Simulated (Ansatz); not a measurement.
BAs under load (space group Imm2), r2SCAN with spin-orbit coupling, rigid bands in Ansatz (a program for electronic structure). Condition of this run: uniaxial stress along [110] of -3.2 GPa (compression positive) (the target of the relaxation). Band gap 1.18 eV, N_c = 1.17e19 cm⁻³ and N_v = 4.87e18 cm⁻³ at 300 K, conductivity masses along x (a = (0.01, 2.40, 2.38) Å; b = (2.40, 0.01, 2.38) Å; c = (2.41, 2.41, 0.00) Å) of 0.222 mₑ (electrons) and 0.323 mₑ (holes). Take k_BT = 0.02585 eV.

**Question.** What built-in voltage has an abrupt junction with N_A = 1e17 and N_D = 1e17 cm⁻³, all dopants ionised?

**Answer.** V_bi = E_g/e − (k_BT/e) ln(N_c N_v/(N_A N_D)) = 1.18 − 0.02585 × 8.65 = 0.96 V, for the computed gap.

**Question.** A film of it is 3 nm thick, with its normal along the direction named. Estimate the confinement energies in an infinite well.

**Answer.** ħ²π²/(2m t²) = 0.376 eV·nm²/(m/mₑ × t²) gives 188 meV for electrons and 129 meV for holes, so the gap would widen to about 1.50 eV. Finite barriers and nonparabolic bands lower this, and with several valleys or bands the heaviest mass along the normal sets the lowest level, not this average.

**Question.** What thermal injection velocity √(2k_BT/πm) limits a ballistic channel along the direction named?

**Answer.** 1.14e7 cm/s for electrons and 9.47e6 cm/s for holes, a ratio of √(m_h/m_e) = 1.21, for dilute carriers.

Rigid bands with the computed gap; masses take one relaxation time for all states. Geometry: cell and atoms relaxed with PBEsol.
